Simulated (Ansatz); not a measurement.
## FeCo: element substitutions

Base system: FeCo in the CsCl type structure (space group Pm-3m, No. 221; a = 2.800 Å; ferromagnetic).

Each row replaces one element on all its sites; cell and atoms are relaxed.

Calculations: plane-wave PAW DFT at the PBEsol level (Ansatz, a program for electronic structure, 420 eV), no spin-orbit coupling, earlier PAW set.

Candidates:
(a) Fe → Al
(b) Co → Al
(c) Fe → P

Base values:

The lattice parameter a comes out as 2.800 Å.

Task: Order them by lattice parameter a, lowest first.

Result: (c) Fe → P (2.767 Å), (a) Fe → Al (2.823 Å), (b) Co → Al (2.845 Å)

The magnetic state is the one reached from the starting moments; the real material's order can differ, and small cells can't hold many antiferromagnetic ones. No phonon test of stability was made. As relaxed here, CoP is a hypothetical phase, not in the database extracts checked. Starting moments died away, wholly or in part, for Fe → Al and Fe → P; another magnetic solution may exist. Spin-polarised in the final run: base and AlFe; the other runs are not.
